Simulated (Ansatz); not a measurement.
V₂O₅ (Pmmn), PBEsol, rigid bands in Ansatz (an electronic-structure program): band gap 1.82 eV, N_c = 1.48e20 cm⁻³ and N_v = 4.78e20 cm⁻³ at 300 K, conductivity masses along y (a = (3.54, 0.00, 0.00) Å; b = (0.00, 11.51, 0.00) Å; c = (0.00, 0.00, 4.37) Å) of 3.22 mₑ (electrons) and 19.8 mₑ (holes). Take k_BT = 0.02585 eV.

**Question.** Find the intrinsic carrier density and the intrinsic Fermi level.

**Answer.** n_i = √(N_c N_v) exp(−E_g/2k_BT) = 2.66e20 × exp(−35.20) = 1.4e5 cm⁻³. The level lies (k_BT/2) ln(N_v/N_c) = 15 meV from mid-gap (positive towards the conduction band). Each 0.1 eV added to the gap lowers n_i by a factor of 6.9.

**Question.** What thermal injection velocity √(2k_BT/πm) limits a ballistic channel along the direction named?

**Answer.** 3.00e6 cm/s for electrons and 1.21e6 cm/s for holes, a ratio of √(m_h/m_e) = 2.48, for dilute carriers.

**Question.** A film of it is 5 nm thick, with its normal along the direction named. Estimate the confinement energies in an infinite well.

**Answer.** ħ²π²/(2m t²) = 0.376 eV·nm²/(m/mₑ × t²) gives 4.67 meV for electrons and 0.760 meV for holes, so the gap would widen to about 1.83 eV. Finite barriers and nonparabolic bands lower this, and with several valleys or bands the heaviest mass along the normal sets the lowest level, not this average.

Rigid, parabolic bands with the computed gap; masses take one relaxation time for all states. Spin-orbit coupling is left out; where it splits the top of the valence band, N_v and the p-type Seebeck coefficient come out somewhat high without it.

Formula and space group known from diffraction (Crystallography Open Database), not checked to be the room-temperature form: V2O5 (Pmmn). Treated as nonmagnetic, magnetic states not searched for: V2O5 (Pmmn).
